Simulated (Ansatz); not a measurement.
# WSe2, pressure series

Base system: WSe2 (space group P6_3/mmc, No. 194; a = 3.2790 Å, c = 12.7862 Å; layered, stacked along the Cartesian z axis).

Cell and atoms are relaxed at each pressure.

Computed with plane-wave PAW DFT at the PBE-D3(BJ) level (Ansatz, an electronic-structure program, 420 eV), no spin-orbit coupling.

Before the change:

```
Property   Result
--------  -------
Band gap  0.87 eV
```

The aim is a band gap between 0.50 eV and 0.56 eV. Which of these changes reaches it?
A) pressure 3 GPa
B) pressure 0.3 GPa
C) pressure 0.7 GPa
D) pressure 1.5 GPa
E) pressure 7.5 GPa

E, pressure 7.5 GPa. It gives 0.54 eV; pressure 0.7 GPa gives 0.83 eV; pressure 3 GPa gives 0.71 eV; pressure 0.3 GPa gives 0.85 eV; pressure 1.5 GPa gives 0.78 eV. Changes not listed may reach it too

With W present, leaving out spin-orbit coupling can change the band edges. Load acts through the strain it causes; cell and atoms are relaxed under it. No phonon test of stability was made. No other phases were tried under pressure.
